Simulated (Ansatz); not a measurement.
OsAl (Pm-3m), Ansatz (a program for electronic structure) with PBEsol, DFPT electron-phonon coupling, linearised Boltzmann equation. Phonon-limited resistivity 6.59 μΩ·cm at 300 K, 8.95 μΩ·cm at 400 K, current-weighted mean free path 9.1 nm, Drude plasma energy 8.38 eV.

What Drude relaxation time do resistivity and plasma energy imply?

ω_p = 1.27e16 s⁻¹, so τ = 1/(ε₀ ω_p² ρ) = 10.6 fs, a damping ħ/τ of 62.3 meV.

Estimate the resistivity of a 40 nm square wire with diffuse walls from ρ ≈ ρ₀(1 + 3ℓ/4d).

1 + 0.75 × 9.1/40 = 1.17, so ρ ≈ 7.71 μΩ·cm and a line 1 μm long has 48.2 Ω. The formula is the free-electron limit for d well above ℓ; grain boundaries add to it.

What temperature coefficient of resistance follows, and how does it compare with 1/T?

(ρ₄₀₀ − ρ₃₀₀)/(100 K × ρ₃₀₀) = 3.58×10⁻³ K⁻¹, against 1/T = 3.33×10⁻³ K⁻¹ for a resistivity proportional to T. It lies higher because phonons are still being populated at 300 K; impurities would add a constant and lower it.

A metal at this level (no band gap). Only scattering by harmonic phonons is included (no impurities, grain boundaries, electron-electron scattering or thermal expansion). Spin-orbit coupling is left out, which matters with elements this heavy. Halving the electron mesh (28x28x28) moves the resistivity by up to 7 % at 300 K, the mean free path by up to 4 %. Smearing 0.20 eV; phonons on a 5x5x5 q mesh, which this run doesn't test.

Computed structure with no diffraction record at hand here (it may be known, metastable or hypothetical): OsAl (Pm-3m).
